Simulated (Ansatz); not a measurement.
## AlCrB (space group Cmcm, No. 63; non-magnetic; a hypothetical phase, not in the database extracts checked)

```yaml
crystal:
  lattice:
    - [1.50065, -6.94839, 0.00000]
    - [1.50065, 6.94839, 0.00000]
    - [0.00000, 0.00000, 2.96704]
  atoms:
    - { symbol: Al, position: [0.69135, 0.30865, 0.25000] }
    - { symbol: Al, position: [0.30865, 0.69135, 0.75000] }
    - { symbol: B, position: [0.46768, 0.53232, 0.75000] }
    - { symbol: B, position: [0.53232, 0.46768, 0.25000] }
    - { symbol: Cr, position: [0.08390, 0.91610, 0.75000] }
    - { symbol: Cr, position: [0.91610, 0.08390, 0.25000] }
```

Computed with PBE, PAW, 420 eV (Ansatz, a program for electronic structure; no spin-orbit coupling). k-mesh 12×12×12 (Γ-centred); smearing 0.05 eV (Fermi–Dirac).

| Property | Value |
|---|---|
| Volume per atom | 10.31 Å³ |
| Density | 4.82 g/cm³ |
| Band gap | zero |
| Total energy | -1357.433 eV/atom (σ→0; compares only within this code and set-up) |

No phonon test of stability was made. Seeded moments were not kept for the base. All final runs are without spin polarisation.
